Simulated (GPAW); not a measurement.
GPAW run on Bi (R-3m, 2 atoms in the cell): self-consistent single point

Method: PBE, GPAW PAW datasets PBE (gpaw-data 1.0.1) (plane waves; GPAW).

The input file:

```python
from ase import Atoms
from ase.units import GPa
from gpaw import GPAW

atoms = Atoms(['Bi', 'Bi'],
              cell=[[4.165820, -2.275000, 0.000000],
                    [4.165820, 2.275000, 0.000000],
                    [2.923417, 0.000000, 3.739427]],
              scaled_positions=[[0.234000, 0.234000, 0.234000],
                                [0.766000, 0.766000, 0.766000]],
              pbc=True)

calc = GPAW(mode={'name': 'pw', 'ecut': 550},
            xc='PBE',
            kpts={'size': (6, 6, 6), 'gamma': True},
            occupations={'name': 'fermi-dirac', 'width': 0.1},
            nbands=-6,
            convergence={'forces': 0.001},
            symmetry={'symmorphic': False, 'tolerance': 0.0005},
            maxiter=120,
            txt='-')

atoms.calc = calc

energy = atoms.get_potential_energy()
print('Energy (eV):', round(energy, 6))
forces = atoms.get_forces()
print('Forces (eV/Ang):')
print(forces.round(5))
stress = atoms.get_stress()
print('Stress (GPa, Voigt):', (stress / GPa).round(4))
```

Output (repeated stretches shortened):

```
Input parameters:
  convergence: {forces: 0.001}
  kpts: {gamma: True,
         size: (6, 6, 6)}
  maxiter: 120
  mode: {ecut: 550,
         name: pw}
  nbands: -6
  occupations: {name: fermi-dirac,
                width: 0.1}
  symmetry: {symmorphic: False,
             tolerance: 0.0005}
  xc: PBE

species:
  Bi:
    name: Bismuth
    Z: 83.0
    valence: 15
    core: 68
    charge: 0.0
    file: Bi.PBE.gz

    # Using partial waves for Bi as LCAO basis

Reference energy: -1169696.765905  # eV

Spin-paired calculation

Convergence criteria:
 Maximum [total energy] change in last 3 cyles: 0.0005 eV / valence electron
 Maximum integral of absolute [dens]ity change: 0.0001 electrons / valence electron
 Maximum integral of absolute [eigenst]ate change: 4e-08 eV^2 / valence electron
 Maximum change in the atomic [forces] across last 2 cycles: 0.001 eV/Ang OR
Maximum error relative to the maximum force is below inf
 Maximum number of scf [iter]ations: 120

Symmetries present (total): 12
Symmetries with fractional translations: 0
216 k-points: 6 x 6 x 6 Monkhorst-Pack grid + [1/12,1/12,1/12]
32 k-points in the irreducible part of the Brillouin zone
       k-points in crystal coordinates                weights
   0:     0.00000000    0.00000000    0.00000000          1/216
   1:     0.16666667    0.00000000   -0.16666667          6/216
   2:     0.16666667    0.00000000    0.00000000          6/216
   [... 7 lines left out ...]
          ...
  31:     0.50000000    0.50000000    0.50000000          1/216

Wave functions: Plane wave expansion
  Cutoff energy: 550.000 eV
  Number of coefficients (min, max): 2050, 2092
  Pulay-stress correction: 0.000000 eV/Ang^3 (de/decut=0.000000)

Occupation numbers: Fermi-Dirac:
  width: 0.1000  # eV

Eigensolver

Densities:
  Coarse grid: 27*27*27 grid
  Fine grid: 54*54*54 grid
  Total Charge: 0.000000

Density mixing:
  Method: separate
  Backend: pulay
  Linear mixing parameter: 0.05
  old densities: 5
  Damping of long wavelength oscillations: 50

Hamiltonian:
  XC and Coulomb potentials evaluated on a 54*54*54 grid
  External potential:
    NoExternalPotential

XC parameters: PBE with 2 nearest neighbor stencil

Number of atoms: 2
Number of atomic orbitals: 18
Number of bands in calculation: 21
Number of valence electrons: 30
Bands to converge: occupied

Density initialized from atomic densities
  18 bands from LCAO basis set
  3 bands from random numbers

Atomic positions and initial magnetic moments

Positions:
   0 Bi     2.633683    0.000000    0.875026    ( 0.0000,  0.0000,  0.0000)
   1 Bi     8.621374   -0.000000    2.864401    ( 0.0000,  0.0000,  0.0000)

Unit cell:
           periodic     x           y           z      points  spacing
  1. axis:    yes    4.165820   -2.275000    0.000000    27     0.1385
  2. axis:    yes    4.165820    2.275000    0.000000    27     0.1385
  3. axis:    yes    2.923417    0.000000    3.739427    27     0.1385

  Lengths:   4.746544   4.746544   4.746544
  Angles:   57.278883  57.278883  57.278876

Effective grid spacing dv^(1/3) = 0.1533

     iter     time        total  log10-change:
                         energy   eigst   dens  force
iter:   1 --:--:--    -9.335868
iter:   2 --:--:--    -9.350468   -1.97  -1.73
iter:   3 --:--:--    -9.366162   -2.64  -1.74
iter:   4 --:--:--    -9.373270   -3.12  -2.22
iter:   5 --:--:--    -9.374322c  -4.44  -2.55
iter:   6 --:--:--    -9.371682c  -3.76  -2.43
iter:   7 --:--:--    -9.371874c  -4.92  -2.89
iter:   8 --:--:--    -9.371927c  -5.00  -2.85
iter:   9 --:--:--    -9.371906c  -4.96  -3.10
iter:  10 --:--:--    -9.371950c  -5.35  -3.47
iter:  11 --:--:--    -9.371946c  -5.76  -3.52
iter:  12 --:--:--    -9.371944c  -6.89  -4.24c
iter:  13 --:--:--    -9.371944c  -7.80c -4.33c
iter:  14 --:--:--    -9.371943c  -6.93  -4.35c
iter:  15 --:--:--    -9.371942c  -8.21c -4.48c -2.69
iter:  16 --:--:--    -9.371942c  -8.74c -4.71c -3.20c

Converged after 16 iterations.

Dipole moment: (-0.000000, 0.000000, 0.000000) |e|*Ang

Energy contributions relative to reference atoms: (reference = -1169696.765905)

Kinetic:        +33.134462
Potential:      -30.688916
External:        +0.000000
XC:              -8.856022
Entropy (-ST):   -0.009828
Local:           -2.956552
SIC:             +0.000000
--------------------------
Free energy:     -9.376857
Extrapolated:    -9.371942

Showing only first 2 kpts
 Kpt  Band  Eigenvalues  Occupancy
  0    13      4.79130    1.99999
  0    14      4.79130    1.99999
  0    15      8.48649    0.00000
  0    16      8.95080    0.00000

  1    13      5.25980    1.99907
  1    14      5.29300    1.99870
  1    15      6.64447    0.00416
  1    16      7.05842    0.00007

Fermi level: 6.02717

No gap
No difference between direct/indirect transitions
Energy (eV): -9.371942

Forces in eV/Ang:
  0 Bi    0.06324   -0.00000    0.02101
  1 Bi   -0.06324    0.00000   -0.02101

Stress tensor:
    -0.010013    -0.000000    -0.000274
    -0.000000    -0.009189     0.000000
    -0.000274     0.000000    -0.009280
Stress (GPa, Voigt): [-1.6043 -1.4723 -1.4869  0.     -0.0439 -0.    ]
```

The run converged in 16 iterations. GPAW prints stress with tension positive.

The starting cell has typed, rounded lattice constants, without a prior relaxation at this level. Spin-orbit coupling is off.
